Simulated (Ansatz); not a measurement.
We consider BeS (model structure, started from the wurtzite type, P6₃mc, No. 186, 4 atoms in the cell), described by HSE06 (plane waves, PAW; Ansatz, a quantum-chemistry and plane-wave program).

Run with plane-wave cutoff 460 eV, 9×9×4 k mesh (along the axes of the cell as run), Fermi–Dirac smearing 0.01 eV, scalar-relativistic PAW data made under PBE.

The cell is the one relaxed with PBEsol. Conventional cell: a = 3.4117 Å, b = 3.4117 Å, c = 5.6250 Å, α = 90.00°, β = 90.00°, γ = 120.00°.

```
BeS
1.0
    3.41172     0.00000     0.00000
   -1.70586     2.95464     0.00000
    0.00000     0.00000     5.62504
Be S
2 2
Direct
  0.66667   0.33333   0.99956
  0.33333   0.66667   0.49956
  0.66667   0.33333   0.62564
  0.33333   0.66667   0.12564
```

### Question
List the 9 lowest band energies at Γ above −25 eV (eV, relative to the valence band maximum), grouping those that round alike.

### Answer
At Γ: -15.24, -13.47, -6.54, -1.26 (×2), -0.18, 0.00 (×2), 6.29.

Note: the run warned that its exchange threshold was loose for the stress; the relaxation could raise the start's symmetry but not lower it, so the cell can be a saddle point; cell and atoms aren't relaxed at this level (pressure 0.9 GPa).

A model structure was made by putting elements into a prototype or built by hand; it is no filed structure, need not be a known phase, and can be a saddle point held by its symmetry.
